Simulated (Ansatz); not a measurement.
Functionals compared on the (21-31) surface of hcp Lu in its 1x1 cell, outermost plane spacing 0.19 Å in the ideal cut, in Ansatz (plane waves, PAW). The structure was relaxed with PBE; the other rows are single points on it, each with its references at the same level. Cutoff 420 eV (500 eV for r2SCAN).

Model: 20-atom slab, 10.3 Å thick at the start (thin: gaps and levels are the slab's own), 6x5x1 mesh, Fermi-Dirac 0.1 eV, dipole correction, all atoms relaxed; symmetry of the start imposed; no spin, no spin-orbit, no U. These notes are the PBE run's.

```tsv
functional	surface energy (J/m²)	work function of the top face (eV)	rough cost of the single point
PBE	1.19	3.03	–
LDA	…	…	very roughly 13 core-minutes
PBEsol	1.32	3.09	around 15 core-minutes (rough)
RPBE	1.09	2.93	about 20 core-minutes (a rough figure)
r2SCAN	1.31	3.06	around 28 core-minutes (rough)
```

Q: Some entries are withheld; supply them.

A: 
- LDA, surface energy (J/m²): 1.37
- LDA, work function of the top face (eV): 3.22

Ansatz is a first-principles code.
